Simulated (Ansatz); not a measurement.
Band structure of TiAl₃ (Pmm2, 4 atoms in the cell).

```xyz
4
Lattice="2.8397 0.0000 0.0000 0.0000 4.6813 0.0000 0.0000 0.0000 4.9007" Properties=species:S:1:pos:R:3 pbc="T T T"
Ti     0.0000     2.3406     0.8131
Al     1.4198     2.3406     3.2701
Al     1.4198     0.0000     1.6217
Al     0.0000     0.0000     4.0965
```

Method of the run: LDA (PW92), PAW files made with PBE (plane waves; Ansatz, an electronic-structure program).

Settings: kpoints.mp_grid.grid = 12 7 7; hamiltonian.xc = lda; hamiltonian.pseudopotentials = {kind: paw} (the program's default PAW files); scf.occupations.method = fermi_dirac; scf.occupations.width = 0.1 eV; kpoints.band_path.npoints = 8.

The starting cell comes from a database of computed structures (which also holds hypothetical and non-ambient phases and stackings), without a prior relaxation at this level. Spin polarisation is off.

Levels in eV from the Fermi level, bands 8 to 14:
```json
[
 {"point": "Γ", "8": "-3.42", "9": "-2.62", "10": "-0.77", "11": "-0.39", "12": "2.29", "13": "2.36", "14": "2.69"},
 {"point": "X", "8": "-1.93", "9": "-1.73", "10": "0.35", "11": "0.58", "12": "0.77", "13": "1.41", "14": "1.52"},
 {"point": "S", "8": "-3.32", "9": "-1.67", "10": "-0.48", "11": "-0.33", "12": "0.76", "13": "1.15", "14": "1.33"},
 {"point": "Y", "8": "-3.09", "9": "-1.98", "10": "-1.44", "11": "-0.16", "12": "2.20", "13": "2.30", "14": "2.62"},
 {"point": "Z", "8": "-2.25", "9": "-2.10", "10": "-0.99", "11": "-0.30", "12": "2.18", "13": "2.24", "14": "2.37"},
 {"point": "U", "8": "-3.43", "9": "-1.31", "10": "-0.19", "11": "-0.14", "12": "0.56", "13": "1.22", "14": "1.91"},
 {"point": "R", "8": "-3.24", "9": "-2.74", "10": "-2.72", "11": "-0.73", "12": "-0.18", "13": "1.01", "14": "2.03"},
 {"point": "T", "8": "-4.73", "9": "-0.18", "10": "-0.04", "11": "0.73", "12": "2.21", "13": "2.23", "14": "3.70"}
]
```

Bands cross the Fermi level along this path, so the cell is metallic at this level.

Keys are those of Ansatz 0.2.
